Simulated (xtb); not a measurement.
xtb 6.7.1, GFN1-xTB: Co(Cl)(nacnac) (CC1=CC(C)=[N](C)->[Co]([Cl])[N]1C), charge 0, multiplicity 4, 24 atoms. The geometry is a generated start, not checked to be a minimum at this level.

| Item | Result |
|---|---|
| method | GFN1-xTB |
| --acc | 1 (default) |
| --etemp (K) | 300 (default) |
| detailed input (--input) | none: ANC optimiser, Lindh (1995) Hessian, microcycle=20, maxdispl=1.0, hlow=0.01 (default) |
| basis functions | 82 |
| valence electrons | 67 |

```xyz
24

Co     0.9565    -0.9704     1.4838
Cl     1.9271    -1.8970     2.9705
C      0.0145    -0.9772    -2.7015
C      0.0990    -0.6013    -1.2449
C     -0.5365     0.5859    -0.8686
C     -0.6404     1.1964     0.3911
C     -1.4293     2.4870     0.4254
N     -0.0979     0.6959     1.4779
C     -0.2277     1.3661     2.7592
N      0.7423    -1.3858    -0.4007
C      1.3444    -2.6041    -0.9114
H     -0.4861    -0.2042    -3.2777
H      1.0116    -1.1284    -3.1135
H     -0.5378    -1.9098    -2.8178
H     -1.0252     1.1140    -1.6731
H     -1.7823     2.7405    -0.5692
H     -2.2967     2.3885     1.0769
H     -0.8117     3.3077     0.7867
H     -0.6159     0.6563     3.4952
H      0.7606     1.6880     3.1004
H     -0.8871     2.2351     2.7352
H      2.1170    -2.3812    -1.6546
H      0.5954    -3.2516    -1.3798
H      1.8062    -3.1504    -0.0895
```

Charge 0 and multiplicity 4 are set for this test and not shown to be the ground state. GFN-xTB has no spin term: --uhf 3 sets the occupations alone.

The structure is relaxed from this start with --opt LEVEL for the levels crude, sloppy, loose, lax, normal, tight, vtight, extreme, once each. Up to the end of the extreme run atoms move by at most 0.90 Å along an axis.

Choose the cheapest level whose final energy lies within 20 meV of that of extreme.

lax: 29 cycles against 51, ending 0.48 meV above.

```tsv
level	cycles	energy above the extreme run (meV)	gradient norm (eV/Å)
crude	4	79	0.16
sloppy	6	74	0.13
loose	7	73	0.10
lax	29	0.48	0.060
normal	31	0.22	0.023
tight	35	0.090	0.013
vtight	44	0.012	0.0027
extreme	51	—	0.0019
```
